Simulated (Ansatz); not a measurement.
Zn₈Cu₅ (I-43m, No. 217), treated with LDA (plane waves, PAW; Ansatz, a quantum-chemistry and plane-wave program).

Settings: plane-wave cutoff 520 eV, 10×10×10 k mesh, Fermi–Dirac smearing 0.05 eV, no spin polarisation, scalar-relativistic PAW data made under PBE.

Pressure at four volumes; x = ln(V/12.162 Å³). One pressure is withheld.

```json
[
 {"V (Å³/atom)": "11.675", "x": "-0.0409", "P (GPa)": "?"},
 {"V (Å³/atom)": "11.919", "x": "-0.0202", "P (GPa)": "3.07"},
 {"V (Å³/atom)": "12.162", "x": "0.0000", "P (GPa)": "0.01"},
 {"V (Å³/atom)": "12.648", "x": "0.0392", "P (GPa)": "-5.11"}
]
```

Q: Pass a parabola P(x) through the three rows shown, estimate the bulk modulus and its pressure derivative near zero pressure, and predict the withheld pressure.

A: Slopes between the rows: (0.01 − (3.07))/(0.0000 − (-0.0202)) = -151.49 and (-5.11 − (0.01))/(0.0392 − (0.0000)) = -130.61 GPa. Their difference over the span 0.0594 is c = 20.88/0.0594 = 351.5 GPa, so P(x) = 3.07 + (-151.49)(x − (-0.0202)) + 351.5 (x − (-0.0202))(x − (0.0000)). At the middle row B = −dP/dx = −[-151.49 + 351.5 × 0.0202] = 144.4 GPa, and B′ = dB/dP = 2c/B = 4.9. At x = -0.0409 the parabola gives 6.50 GPa; the run gives 6.52 GPa. The Birch–Murnaghan fit to the energies at all volumes has B0 = 144 GPa and B′ = 5.0.

Note: the volume lies 9 % below that of the published cell.
